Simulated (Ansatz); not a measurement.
**AlN, pressure series**

Base system: AlN (space group P6_3/mmc, No. 194; a = 3.302 Å, c = 4.141 Å; a cell from a computed database, its experimental status unchecked).

Cell and atoms are relaxed at each pressure.

Levels (all Ansatz, a quantum-chemistry and plane-wave program, PAW): PBEsol (420 eV, spin-orbit coupling left out); HSE06 (420 eV, without spin-orbit coupling).

Band gaps by level, all at the geometries relaxed with PBEsol:

| case | PBEsol | HSE06 |
|---|---|---|
| base | 3.32 eV | 4.69 eV |
| pressure −2 GPa | 3.25 eV | 4.61 eV |
| pressure −1 GPa | 3.29 eV | 4.65 eV |
| pressure 0.3 GPa | 3.33 eV | 4.70 eV |
| pressure 1.5 GPa | 3.38 eV | 4.75 eV |
| pressure 3 GPa | 3.43 eV | 4.81 eV |
| pressure 7.5 GPa | 3.57 eV | 4.97 eV |
| pressure 10 GPa | 3.65 eV | 5.05 eV |

Single points use the geometry relaxed with PBEsol. Load acts through the strain it causes; cell and atoms are relaxed under it. Stability against distortions was not tested. Competing high-pressure phases were not computed. This is not the structure that AlN has at room temperature and ambient pressure.
